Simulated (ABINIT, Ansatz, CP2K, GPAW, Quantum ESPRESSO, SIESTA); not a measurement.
## Code comparison for AlNi (Pm-3m, 2 atoms in the cell)

Self-consistent single point, at a second geometry (lattice scaled by 0.98). First geometry:

```yaml
crystal:
  lattice:
    - [2.82139, 0.00000, 0.00000]
    - [0.00000, 2.82139, 0.00000]
    - [0.00000, 0.00000, 2.82139]
  atoms:
    - { symbol: Al, position: [0.50000, 0.50000, 0.50000] }
    - { symbol: Ni, position: [0.00000, 0.00000, 0.00000] }
```

Shared settings, as Ansatz (a program for electronic structure) writes them: kpoints.mp_grid.grid = 9 9 9; scf.occupations.method = gaussian; scf.occupations.width = 0.272 eV. Potentials and cutoffs stand in the table.

```
code                                                                                                                                model  ΔF from the first geometry (meV/atom)  pressure (GPa)       cutoff
----------------  -----------------------------------------------------------------------------------------------------------------------  -------------------------------------  --------------  -----------
ABINIT                                                           PBE, norm-conserving pseudopotentials (PseudoDojo nc-sr-05 PBE standard)                                   86.9           28.88        49 Ha
Quantum ESPRESSO                                                          PBE, PseudoDojo standard norm-conserving (PBE) pseudopotentials                                   86.9           28.88       100 Ry
CP2K                                                              PBE, GPW, DZVP-MOLOPT-SR-GTH basis, GTH-PBE potentials (GTH_POTENTIALS)                                   87.0           28.84  grid 600 Ry
GPAW                                                                                         PBE, GPAW PAW datasets PBE (gpaw-data 1.0.1)                                   94.3           31.01       850 eV
Ansatz                                                                                                             PBE, default PAW files                                   87.6           29.00      default
SIESTA            GGA PBE, numerical atomic orbitals DZP, PseudoDojo PBE standard norm-conserving potentials (rewritten from UPF to PSML)                                   78.2           26.82  grid 400 Ry
```

On Ansatz's run: spin polarisation is off.

The spread over the programs that give each value: ΔF from the first geometry within 16.1 meV/atom; pressure within 4.19 GPa.

CP2K and SIESTA use small atom-centred bases, whose incompleteness enters pressures, forces and empty levels differently from a plane-wave cutoff. Ansatz's pressure is given at a fixed set of plane waves, as the other plane-wave codes print theirs; with its correction for the finite basis it is 29.08 GPa. In the pressure, GPAW (by 2.06) and SIESTA (by 2.12) lie more than 1 GPa from the median of the plane-wave programs.

The starting cell comes from a database of computed structures (which also holds hypothetical and non-ambient phases and stackings), without a prior relaxation at this level. Its lattice was rescaled by a random factor within 2.5 % of one. For this run, on top of that: lattice scaled by 0.98.

Left out of this page: Elk and FLEUR (not drawn, or without a comparable value).

Keys are those of Ansatz 0.2.
